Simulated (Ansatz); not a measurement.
## PtGe2 (Pnnm): resistivity and electron-phonon coupling

```yaml
crystal:
  lattice:
    - [5.76873, 0.00000, 0.00000]
    - [0.00000, 6.21258, 0.00000]
    - [0.00000, 0.00000, 2.91987]
  atoms:
    - { symbol: Ge, position: [0.83323, 0.37137, 0.00000] }
    - { symbol: Ge, position: [0.16677, 0.62863, 0.00000] }
    - { symbol: Ge, position: [0.33323, 0.12863, 0.50000] }
    - { symbol: Ge, position: [0.66677, 0.87137, 0.50000] }
    - { symbol: Pt, position: [0.00000, 0.00000, 0.00000] }
    - { symbol: Pt, position: [0.50000, 0.50000, 0.50000] }
```

These are PBEsol, DFPT electron-phonon coupling, linearised Boltzmann equation (plane waves, PAW, scalar-relativistic; Ansatz, a program for electronic structure) values and carry that method's errors. Cell: relaxed with this functional, without spin-orbit coupling.

The resistivity at 300 K is 27 (x), 17.5 (y), 38 (z) μΩ·cm and the resistivity at 77 K comes out as 4.4 (x), 2.9 (y), 6.0 (z) μΩ·cm. The electron mean free path at 300 K (weighted by the current that each state carries) comes out as 7.5 (x), 9.1 (y), 6.9 (z) nm and the electron-phonon coupling λ is 0.41. The transport coupling λ_tr comes out as 0.38 (x), 0.39 (y), 0.46 (z), the logarithmic mean phonon energy comes out as 13.1 meV and the density of states at the Fermi level comes out as 0.99 states/(eV·spin·cell).

A metal at this level (no band gap). Only scattering by harmonic phonons is included (no impurities, grain boundaries, electron-electron scattering or thermal expansion). Spin-orbit coupling is left out, which matters with elements this heavy. Halving the electron mesh (16x16x28) moves the resistivity by up to 7 % at 300 K, the mean free path by up to 7 %, the coupling by up to 6 %. Smearing 0.20 eV; phonons on a 3x3x5 q mesh, which this run doesn't test and which matters most at low temperature.

Formula and space group known from diffraction (Crystallography Open Database), not checked to be the room-temperature form: PtGe2 (Pnnm).
